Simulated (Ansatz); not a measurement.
Take HgSe in the zinc blende structure (space group F-43m, No. 216; a = 6.063 Å) as the base.

All numbers come from LDA (Ansatz, a quantum-chemistry and plane-wave program, PAW, spin-orbit coupling left out).

Before the change:

The pressure comes out as 0.0 GPa.

The change: the cell is scaled by 0.9750 in all directions, atoms relaxed at fixed cell.

Q: How does this affect the energy relative to the base?

A: The energy rises by 31 meV/atom.

Q: How does this affect the pressure?

A: The pressure goes from zero to 5.3 GPa.

The mesh was chosen for an insulator and is coarse for the gapless case. The cells carry an imposed strain or load. No phonon test of stability was made. All final runs are without spin polarisation.
